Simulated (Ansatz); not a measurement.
Functionals compared on CO on the 1x1 (100) surface of monoclinic ZrO2 (cut with top plane 2 O), one in a 1x1 cell, started at the site 'hollow O-O-O over O at depth 6.9 Å', in Ansatz (plane waves, PAW). The structure was relaxed with PBE; the other rows are single points on it, each with its references at the same level. Cutoff 420 eV (500 eV for r2SCAN). HSE06 used the coarser mesh 3x3x1.

Host crystal: monoclinic ZrO2, with a band gap (PBE, scalar-relativistic without spin-orbit coupling).

Set-up: 26 atoms, 9.4 Å thick at the start under the adsorbate (thin: gaps and levels are the slab's own); mesh 4x4x1; 0.01 eV smearing; dipole correction on; 12 atoms held, the rest relaxed; no symmetry held; no spin, no spin-orbit, no U, no dispersion correction. At the end it is bonded to Zr. In PBE it is, or lies within 0.03 eV of, the lowest of the starts that converged. These notes are the PBE run's. Adsorption energies are against CO(g). A negative adsorption energy means that the adsorbate is more stable on the surface than in its reference.

A dash marks a value that is undefined for that row or was read on another mesh.

```tsv
functional	adsorption energy (eV)	gap of the slab on its k-mesh (eV)	highest filled level below the top vacuum level (eV)	rough cost of the single point
PBE	-0.46	3.15	6.47	–
RPBE	-0.27	3.18	6.34	very roughly 80 core-seconds
r2SCAN	-0.58	3.59	6.84	roughly 2.4 core-minutes
HSE06	-0.45	–	–	roughly 30 core-minutes
```

Ansatz is a program for electronic structure.
